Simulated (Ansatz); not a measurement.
Fluorite AuAl2, relaxed in Ansatz (plane waves) with several semilocal functionals. Each gives its own volume and its own bulk modulus:

```tsv
level	V0 (Å³/atom)	bulk modulus (GPa)	ln V0	ln B0
LDA	17.607	121.2	2.8683	4.7974
r²SCAN	18.091	118.1	2.8954	4.7715
PBE	18.554	104.6	2.9207	4.6501
```

Problem. Fit a straight line to ln B0 against ln V0. What does it predict for PBEsol, whose volume is 18.027 Å³/atom?

Solution. With x = ln V0 and y = ln B0: means 2.89480 and 4.73967; Σ(Δx Δy) = -0.003831, Σ(Δx²) = 0.001373, so the slope is -2.79. At x = 2.8919 the line gives y = 4.73967 + (-2.79) × (2.8919 − 2.89480) = 4.7478, or 115.3 GPa. The run with PBEsol gives 114.9 GPa, -0.3 % from the line. The rows used scatter about it by up to 3.4 %, while the largest value lies 16 % above the smallest. For comparison, PBE's own equation of state has B′ = 4.9, the slope −d ln B/d ln V at a fixed functional; the two needn't agree, since functionals also differ at one volume.

Ansatz's density-functional and Hartree–Fock values are scalar-relativistic unless marked +SOC, with PAW data made under PBE.

Ansatz is an electronic-structure program.
